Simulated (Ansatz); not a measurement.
Start from CsPbCl3 in the cubic perovskite structure (space group Pm-3m, No. 221; a = 5.619 Å). Axes: x, y, z lie along the cube axes.

The values are results of PBEsol/PAW in Ansatz (a first-principles code), no spin-orbit coupling, not measurements.

Strains are applied to the cell and any free atomic positions relax; under biaxial strain the out-of-plane vector relaxes too.

One change was made to it. Results:

The band gap drops by 0.08 eV (1.83 eV → 1.75 eV); the volume per atom increases by 0.54 Å³ to 36.02 Å³; the energy rises by 3.2 meV/atom.

Task: What was done to the base?
A. biaxial strain +2.00 %, plane normal [111], relaxed out of plane
B. biaxial strain +1.50 %, plane normal [111], relaxed out of plane
C. biaxial strain +2.50 %, plane normal [111], relaxed out of plane
D. biaxial strain +0.50 %, plane normal [111], relaxed out of plane

Result: C, biaxial strain +2.50 %, plane normal [111], relaxed out of plane. For comparison, the volume per atom in the other runs: biaxial strain +0.50 %, plane normal [111], relaxed out of plane gives 35.58 Å³; biaxial strain +1.50 %, plane normal [111], relaxed out of plane gives 35.79 Å³; biaxial strain +2.00 %, plane normal [111], relaxed out of plane gives 35.91 Å³.

With Pb present, leaving out spin-orbit coupling can change the band edges. No phonon test of stability was made. Many cubic perovskites are stable only at high temperature; tilts and polar distortions were not tested. This is not the structure that CsPbCl3 has at room temperature and ambient pressure.
